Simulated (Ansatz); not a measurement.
The structure below was relaxed with DFT with PBE, PAW potentials and a 420 eV plane-wave cutoff in Ansatz (a first-principles code), no SOC, at pressure 100 GPa.

Space group Fm-3m (No. 225); a = b = c = 4.8863 Å, α = β = γ = 90.00°

```
atom  site  symmetry       x       y       z
----  ----  --------  ------  ------  ------
Ni      4a      m-3m  0.0000  0.0000  0.0000
Si      8c      -43m  0.2500  0.2500  0.2500
```

Q: Write out a cell with all atoms.

A: 
```cif
data_Ni4Si8
_chemical_formula_sum 'Ni4 Si8'
_space_group_name_H-M_alt 'P 1'
_space_group_IT_number 1
_cell_length_a 4.88625
_cell_length_b 4.88625
_cell_length_c 4.88625
_cell_angle_alpha 90.000
_cell_angle_beta 90.000
_cell_angle_gamma 90.000
loop_
_space_group_symop_operation_xyz
  'x, y, z'
loop_
_atom_site_label
_atom_site_type_symbol
_atom_site_fract_x
_atom_site_fract_y
_atom_site_fract_z
_atom_site_occupancy
Ni1 Ni 0.00000 0.00000 0.00000 1
Si1 Si 0.25000 0.75000 0.75000 1
Si2 Si 0.25000 0.25000 0.75000 1
Ni2 Ni 0.00000 0.50000 0.50000 1
Si3 Si 0.25000 0.25000 0.25000 1
Si4 Si 0.25000 0.75000 0.25000 1
Ni3 Ni 0.50000 0.00000 0.50000 1
Si5 Si 0.75000 0.75000 0.25000 1
Si6 Si 0.75000 0.25000 0.25000 1
Ni4 Ni 0.50000 0.50000 0.00000 1
Si7 Si 0.75000 0.25000 0.75000 1
Si8 Si 0.75000 0.75000 0.75000 1
```
This is the conventional cell.

Load acts through the strain it causes; cell and atoms are relaxed under it. Whether these cells are dynamically stable was not tested. No other phases were tried under pressure. The final runs are not spin-polarised. The cell was made from NiSi2 (space group Fm-3m, No. 225; non-magnetic) by this change: pressure 100 GPa.
